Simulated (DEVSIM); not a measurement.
System: Co/SiO2/n-Ge capacitor, at 400 K.

Layer 1 from the left is SiO2, thickness (nm) 14.0. Layer 2 from the left is Ge, thickness (nm) 380, Nd (cm⁻³) 2.4e18.

Metal gate on the left, work function 5 eV. Fixed charge at the semiconductor interface -1.1e11 cm⁻² (in units of +e); no interface traps.

This is a model device: material constants are rounded textbook-type values typed into the input, and sizes, dopings and lifetimes were drawn at random. Values at 300 K; Nc and Nv go as T^1.5, mobilities as T to minus their exponent, the gap by Varshni's rule with the affinity fixed.

SiO2: gap (eV) 9, affinity (eV) 0.9, permittivity 3.9. Ge: gap (eV) 0.664, affinity (eV) 4, permittivity 16, Nc (cm⁻³) 1.04e19, Nv (cm⁻³) 6e18, Varshni α (eV/K) 0.000477, Varshni β (K) 235.

DEVSIM, 1D Poisson equation in equilibrium, Boltzmann statistics, complete ionisation; no quantum confinement or tunnelling. Metal contacts follow the ideal Schottky-Mott rule: no Fermi-level pinning, no interface dipoles.

What does the simulation give for the minimum of the low-frequency capacitance, the flat-band voltage?

minimum of the low-frequency capacitance 0.193 μF/cm²; flat-band voltage 1.01 V.
